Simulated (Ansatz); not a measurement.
Abridged Ansatz (an electronic-structure program) output:

```
Relaxation: its limit of steps is 50 (relax.max_steps)
Pseudopotential: S, paw, valence charge 6
Pseudopotential: Zn, paw, valence charge 12
Crystal: 2 atoms, lattice volume = 37.953 Å³
Basis set: ecut = 420 eV, 733 PW (Γ), exchange–correlation on 54×54×54 points (8 copies of the dense FFT grid, shifted against one another)
Bands: 13, of which v1, the nominal top of the filled ones, is band 9 counted from 1 (8 counted from 0)
Symmetry: 8 space group operations
k-points: 126 of 1331 (time reversal used)
Functional: x = pbesol(κ = 0.804, μ = 0.12345679012345678), c = pbesol(β = 0.046)
SCF iter   1: F=—  HF=-4167.523405 eV  |F-HF|=—  |Δ(HF+E_count)|=         —  Δρ=3.86e-2  dr2=3.28e-1  ethr=3.10e-3  ⟨swp⟩=6.3  Hψ=12036  notcnv=0
SCF iter   2: F=—  HF=-4167.451170 eV  |F-HF|=—  |Δ(HF+E_count)|=   7.22e-2  Δρ=1.44e-2  dr2=4.25e-2  ethr=1.82e-3  ⟨swp⟩=2.1  Hψ=4072  notcnv=0
SCF 1 converged in 7 iterations: F = -4167.438918 eV  dr2 = 7.00e-8
relax step   1: F+E_penalty+E_count = -4167.43891835 eV  Δ(F+E_penalty+E_count) = +0.000e0 eV  max|allowed force component| = 4.857e-17 eV/Å  Δτ_max = 0.0000 Å  P = +1.002 GPa  Ω = 37.953 Å³  fix = [a, b, gamma]  reactions: a +1.180, b +1.180 GPa  (7 SCF iters, dr2 threshold 1.00e-7 eV, accepted)
[... steps on the carried basis left out ...]
relax step   3: F+E_penalty+E_count = -4167.43926049 eV  Δ(F+E_penalty+E_count) = -4.462e-5 eV  max|allowed force component| = 1.006e-16 eV/Å  Δτ_max = 0.0000 Å  P = +0.529 GPa  Ω = 38.169 Å³  energy of the carried Pulay correction = -9.600e-5 eV  fix = [a, b, gamma]  reactions: a +0.792, b +0.792 GPa  (4 SCF iters, dr2 threshold 2.00e-7 eV, accepted)
Crystal: 2 atoms, lattice volume = 38.169 Å³
SCF iter   1: F=—  HF=-4167.439268 eV  |F-HF|=—  |Δ(HF+E_count)|=         —  Δρ=1.55e-4  dr2=2.12e-7  ethr=2.80e-7  ⟨swp⟩=3.1  Hψ=17029  notcnv=0
SCF iter   2: F=—  HF=-4167.439335 eV  |F-HF|=—  |Δ(HF+E_count)|=   6.67e-5  Δρ=7.99e-5  dr2=1.19e-7  ethr=1.18e-9  ⟨swp⟩=2.0  Hψ=2761  notcnv=0
SCF 4 converged in 7 iterations: F = -4167.439356 eV  dr2 = 1.56e-13
SCF converged after 7 iterations
Free energy (F): -4167.439356 eV
Internal energy: -4167.439356 eV  (E = F + TS)
E sigma→0 (E₀):  -4167.439356 eV
Fermi energy:    7.214863 eV
--- Forces (eV/Å), atoms counted from 1 ---
  atom   1  S     -0.00000000     0.00000000     0.00000000
  atom   2  Zn     0.00000000    -0.00000000    -0.00000000
--- Stress (GPa, compression-positive) ---
        0.791918       0.000000       0.000000
        0.000000       0.791918      -0.000000
        0.000000      -0.000000       0.002946
  P = ⅓ Tr σ = 0.5289 GPa (5.289 kbar)
--- Relaxed structure (3 steps of the walk, 3 accepted, 1 SCFs on fresh bases) ---
  cell:  # Å, volume = 38.1694 Å³
    - [3.7564754583, 1.6228727903603732e-22, 3.491685550176107e-11]
    - [1.6228579310882112e-22, 3.7564754583, -3.491685886924511e-11]
    - [1.8782377291248575, -1.8782377291248575, 2.704920173629381]
  atoms:
    - { symbol: S, position: [0.25, 0.25, 0.49999999999999994] }
    - { symbol: Zn, position: [-1.509768663012988e-34, -1.3100593411139186e-34, -3.1328146830198825e-34] }
```

Q: What was computed, and what are the main results?

A: ZnS, 2 atoms in the cell, with Kohn–Sham DFT with the PBEsol functional, run in Ansatz with PAW and 420 eV plane waves, spin-orbit coupling left out, earlier PAW set. The last SCF converged to F = -4167.439356 eV, or -2083.7197 eV per atom, at a pressure of 0.53 GPa. The total energy compares only with runs of the same code, potentials and settings.

The cells carry an imposed strain or load. Whether these cells are dynamically stable was not tested. The cell was made from ZnS in the zinc blende structure (space group F-43m, No. 216) by this change: biaxial strain −0.83 %, plane normal [001], relaxed out of plane.

Keys are those of Ansatz 0.2.
